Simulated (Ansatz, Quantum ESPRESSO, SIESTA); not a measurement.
## One structure in several programs: Tc₂N (P1, 6 atoms in the cell)

Self-consistent single point, at a second geometry (atoms moved at random). First geometry:

```
CELL_PARAMETERS angstrom
      2.82470     0.00000     0.00000
     -1.41235     2.44626     0.00000
      0.00000     0.00000     9.68079
ATOMIC_POSITIONS crystal
  Tc 0.33333 0.66667 0.39245
  Tc 0.66667 0.33333 0.60755
  Tc 0.66667 0.33333 0.89245
  Tc 0.33333 0.66667 0.10755
  N  0.33333 0.66667 0.75000
  N  0.66667 0.33333 0.25000
```

Second geometry:
```
Tc2N
1.0
    2.82470     0.00000     0.00000
   -1.41235     2.44626     0.00000
    0.00000     0.00000     9.68079
Tc N
4 2
Cartesian
 -0.00133   1.60419   3.84097
  1.43099   0.82204   5.84619
  1.40994   0.78178   8.64166
 -0.03805   1.68969   1.08130
 -0.03074   1.61961   7.24712
  1.46625   0.82148   2.38512
```

Shared settings, as Ansatz (a program for electronic structure) writes them: kpoints.mp_grid.grid = 11 11 3; scf.occupations.method = gaussian; scf.occupations.width = 0.1 eV. Potentials and cutoffs stand in the table.

```
code                                                                                                                                 model  ΔF from the first geometry (meV/atom)  pressure (GPa)  largest force (eV/Å)       cutoff
----------------  ------------------------------------------------------------------------------------------------------------------------  -------------------------------------  --------------  --------------------  -----------
SIESTA            LDA PW92, numerical atomic orbitals DZP, PseudoDojo LDA standard norm-conserving potentials (rewritten from UPF to PSML)                                   28.1           -4.61                 1.501  grid 300 Ry
Ansatz                                                                                                               LDA (PW92), PAW files                                   26.8          -11.32                 1.537      default
Quantum ESPRESSO                                                                       LDA (PZ), GBRV 1.5 ultrasoft (LDA) pseudopotentials                                   26.9          -11.36                 1.530        40 Ry
```

Size of the force on each atom (eV/Å): Sizes of forces hide their directions.

```
code                Tc1    Tc2    Tc3    Tc4     N5     N6
----------------  -----  -----  -----  -----  -----  -----
SIESTA            1.446  1.501  0.717  1.373  0.396  1.305
Ansatz            1.451  1.537  0.794  1.200  0.367  1.172
Quantum ESPRESSO  1.447  1.530  0.789  1.210  0.370  1.180
```

On Ansatz's run: spin polarisation is off.

The spread over the programs that give each value: ΔF from the first geometry within 1.3 meV/atom; pressure within 6.75 GPa; largest force within 0.036 eV/Å.

SIESTA uses small atom-centred bases, whose incompleteness enters pressures, forces and empty levels differently from a plane-wave cutoff. Ansatz's pressure is given at a fixed set of plane waves, as the other plane-wave codes print theirs; with its correction for the finite basis it is -11.25 GPa. The same LDA comes in different parametrisations, which differ slightly. In the pressure, SIESTA (by 6.73) lies more than 1 GPa from the median of the plane-wave programs. In the force vectors, SIESTA (by 0.301) lies more than 0.08 eV/Å from the median of the plane-wave programs.

The starting cell comes from a database of computed structures (which also holds hypothetical and non-ambient phases and stackings), without a prior relaxation at this level. For this run, on top of that: atoms moved at random.

Keys are those of Ansatz 0.2.
